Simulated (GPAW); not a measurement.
Band structure of MgH2 (P4_2/mnm, 6 atoms in the cell).

```xyz
6
Lattice="4.5322 0.0000 0.0000 0.0000 4.5322 0.0000 0.0000 0.0000 3.0296" Properties=species:S:1:pos:R:3 pbc="T T T"
Mg     2.2661     2.2661     1.5148
Mg     0.0000     0.0000     0.0000
H      3.1525     3.1525     0.0000
H      1.3797     1.3797     0.0000
H      3.6458     0.8864     1.5148
H      0.8864     3.6458     1.5148
```

Method of the run: PBE, GPAW PAW datasets PBE (gpaw-data 1.0.1) (plane waves; GPAW).

Settings: mode = pw; ecut = 850 eV; xc = PBE; kpts = 6 6 9; mesh shift (steps) = 0 0 0; occupations.name = fermi-dirac; occupations.width = 0 eV; nbands = -8; convergence.density = 1e-05 e/electron; convergence.bands = -6; symmetry.symmorphic = false; symmetry.tolerance = 0.0005; maxiter = 100; bandpath_npoints = 40.

The starting cell comes from a database of computed structures (which also holds hypothetical and non-ambient phases and stackings), without a prior relaxation at this level. Its lattice was rescaled by a random factor within 2.5 % of one.

Q: Predict the gap along the standard path and the places of the band edges.

A: The gap along the path is 3.72 eV, from a point between M and Γ to a point between A and Z|X; the smallest direct gap on it is 4.55 eV.

Levels in eV from the top of the valence band on the SCF mesh, bands 9 to 16:
```json
[
 {"point": "Γ", "9": "-6.36", "10": "-1.43", "11": "-1.43", "12": "-0.44", "13": "4.75", "14": "4.98", "15": "9.10", "16": "9.10"},
 {"point": "X", "9": "-4.76", "10": "-4.76", "11": "-0.50", "12": "-0.50", "13": "5.32", "14": "5.32", "15": "10.01", "16": "10.01"},
 {"point": "M", "9": "-3.71", "10": "-3.71", "11": "-2.68", "12": "-2.68", "13": "8.97", "14": "8.97", "15": "9.11", "16": "9.11"},
 {"point": "Z", "9": "-2.98", "10": "-2.98", "11": "-0.08", "12": "-0.08", "13": "6.24", "14": "6.24", "15": "6.78", "16": "6.78"},
 {"point": "R", "9": "-2.24", "10": "-2.24", "11": "-1.07", "12": "-1.07", "13": "5.14", "14": "5.14", "15": "6.76", "16": "6.76"},
 {"point": "A", "9": "-1.86", "10": "-1.86", "11": "-0.93", "12": "-0.93", "13": "3.82", "14": "3.82", "15": "4.18", "16": "4.18"}
]
```
